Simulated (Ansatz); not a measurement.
Start from ZnSe in the zinc blende structure (space group F-43m, No. 216; a = 5.7330 Å).

The change: an isotropic linear strain of −3.01 %; the atoms relax in the strained cell.

Levels (all Ansatz, a first-principles code, PAW): PBE (420 eV, no spin-orbit coupling); PBE+SOC (420 eV, with spin-orbit coupling).

The geometry is relaxed with PBE.

| Quantity | Value |
|---|---|
| PBE electron mass | 0.11 mₑ (at Γ) |
| PBE lowest conduction level above the VBM at special points | Γ 1.52 eV; L 2.64 eV; X 2.85 eV; K 3.53 eV |
| PBE pressure | 6.39 GPa |

With PBE+SOC at the same geometry, the electron mass stays 0.11 mₑ (at Γ); the lowest conduction level above the VBM at special points becomes Γ 1.40 eV; L 2.52 eV; X 2.72 eV; K 3.41 eV (PBE: Γ 1.52 eV; L 2.64 eV; X 2.85 eV; K 3.53 eV); the pressure remains 6.39 GPa. The threefold valence maximum splits by Δso ≈ 0.38 eV.

Single points use the geometry relaxed with PBE. Differences between runs with and without spin-orbit coupling are approximate. The levels and masses belong to the bands next to the band gap. Masses are band curvatures over ±0.01 Å⁻¹ around the edge. Whether these cells are dynamically stable was not tested.
